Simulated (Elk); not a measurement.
Worked example: self-consistent single point of Ge (Fd-3m, 2 atoms in the cell) in Elk.

Computed with PBE, all-electron FP-LAPW, Elk's shipped species files, APW+lo basis with extra local orbitals run with Elk 10.2.4.

```xyz
2
Lattice="0.0000 2.8658 2.8658 2.8658 0.0000 2.8658 2.8658 2.8658 0.0000" Properties=species:S:1:pos:R:3 pbc="T T T"
Ge     2.8658     2.8658     2.8658
Ge     4.2987     4.2987     4.2987
```

Reference input (self-consistent single point, DFT, PBE, all-electron FP-LAPW, Elk's shipped species files, APW+lo basis with extra local orbitals): xctype = 20; rgkmax = 8; stype = 1; swidth = 0.00499791 Ha; ngridk = 9 9 9; tforce = true; gmaxvr = 18 1/bohr; lmaxapw = 10; lmaxo = 8; nxlo = 2; lorbcnd = true; lradstp = 2. This run's input differs from it in these lines:

```diff
@@ -43,3 +43,3 @@
 swidth
-  0.00499791
+  0.0293995
```

Output (repeated stretches shortened):

```
│ Self-consistent loop started │
│ Loop number : 1 │
 total energy                :     -4203.44054791
│ Loop number : 2 │
 total energy                :     -4203.40565010
RMS change in Kohn-Sham potential (target) :   0.1199169131     (  0.1000000000E-05)
Absolute change in total energy (target)   :   0.3489781461E-01 (  0.1000000000E-03)
│ Loop number : 3 │
 total energy                :     -4201.50145227
RMS change in Kohn-Sham potential (target) :   0.7633056414E-01 (  0.1000000000E-05)
Absolute change in total energy (target)   :    1.912922284     (  0.1000000000E-03)
│ Loop number : 4 │
   [... lines left out ...]
Absolute change in total energy (target)   :   0.1886336018E-02 (  0.1000000000E-03)
│ Loop number : 12 │
 total energy                :     -4198.23730437
RMS change in Kohn-Sham potential (target) :   0.2206220027E-06 (  0.1000000000E-05)
Absolute change in total energy (target)   :   0.4449095550E-03 (  0.1000000000E-03)
│ Loop number : 13 │
 total energy                :     -4198.23732515
RMS change in Kohn-Sham potential (target) :   0.6923670501E-07 (  0.1000000000E-05)
Absolute change in total energy (target)   :   0.9045691331E-04 (  0.1000000000E-03)
Convergence targets achieved

│ Loop number : 14 │

Energies :
 Fermi                       :     0.204652775270
 total energy                :     -4198.23732094

Density of states at Fermi energy :    2.267667112
 (states/Hartree/unit cell)

Estimated indirect band gap :   0.7236665352E-02
 from k-point      5 to k-point      4
Estimated direct band gap   :   0.4129690636E-01
 at k-point      2

Charges :
 core                        :    36.00000000
 valence                     :    28.00000000
 interstitial                :    3.816653006
 muffin-tins (core leakage)
  species :    1 (Ge)
   atom    1                 :    30.09167350     (  0.9901585740E-03)
   atom    2                 :    30.09167350     (  0.9901585740E-03)
 total in muffin-tins        :    60.18334699
 total calculated charge     :    63.99798416
   [... lines left out ...]
   total force               :     0.00000000    0.00000000    0.00000000
   total magnitude           :     0.00000000
  atom :    2
   Hellmann-Feynman          :     0.00000000    0.00000000   -0.00000000
   IBS                       :    -0.00000000   -0.00000000    0.00000000
   total force               :    -0.00000000   -0.00000000   -0.00000000
   total magnitude           :     0.00000000
```

The run converged in 14 iterations. The count includes the last loop, which Elk runs after its targets are met. Against the reference run the total energy drops by 20.3 meV/atom.

The starting cell comes from a database of computed structures (which also holds hypothetical and non-ambient phases and stackings), without a prior relaxation at this level. Its lattice was rescaled by a random factor within 2.5 % of one. Values depend on the basis (sphere radii, cutoffs, local orbitals), which need not be converged. The log's line on a gap gives a spacing of levels on this mesh, which the program prints for metals too.

Cost on one core of a shared machine: roughly 60 s.
